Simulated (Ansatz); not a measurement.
Candidates (primitive cells; geometry: cell and atoms relaxed with PBEsol):
A. W (Im-3m), a = b = c = 2.732 Å, α = β = γ = 109.47°
B. V (Im-3m), a = b = c = 2.5624 Å, α = β = γ = 109.47°
C. Nb (Im-3m), a = b = c = 2.8336 Å, α = β = γ = 109.47°

Task: Put the candidates in order of root-mean-square Fermi velocity, highest first, for r2SCAN, rigid bands in Ansatz (a quantum-chemistry and plane-wave program).

Result: A (9.7 ×10⁵ m/s), C (6.7 ×10⁵ m/s), B (4.7 ×10⁵ m/s)

Metals at this level; values at 300 K, both spins, means over directions. As a rough test of the mesh, the Fermi surface's area from every second k point differs by up to 6 %. Spin-orbit coupling is left out.

Treated as nonmagnetic (a ferromagnetic start lost its moment, other orders weren't tried): V (Im-3m). The missing spin-orbit coupling matters most for W (Im-3m).
